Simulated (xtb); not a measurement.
xtb 6.7.1, GFN2-xTB: CC1(C)c2ccsc2-c2sc(-c3ccc4cc(-c5scc6c5OCCO6)ccc4c3)cc21, 52 atoms. The geometry is a generated start, not checked to be a minimum at this level.

```json
{
 "method": "GFN2-xTB",
 "--acc": "1 (default)",
 "--etemp (K)": "300 (default)",
 "detailed input (--input)": "none: ANC optimiser, Lindh (1995) Hessian, microcycle=20, maxdispl=1.0, hlow=0.01 (default)",
 "basis_functions": "166",
 "valence_electrons": "158"
}
```

The structure is relaxed from this start with --opt LEVEL for the levels crude, sloppy, loose, lax, normal, tight, vtight, extreme, once each. Up to the end of the extreme run atoms move by at most 1.3 Å along an axis.

Problem. What is the loosest level that ends within 5 meV of the extreme run, and how many cycles does it take?

Solution. normal: 42 cycles against 61, ending 0.28 meV above.

```csv
level,cycles,energy above the extreme run (meV),gradient norm (eV/Å)
crude,6,130,0.51
sloppy,17,14,0.20
loose,20,10,0.18
lax,24,7.7,0.12
normal,42,0.28,0.016
tight,44,0.21,0.0052
vtight,56,under 0.01,0.0046
extreme,61,—,0.0010
```
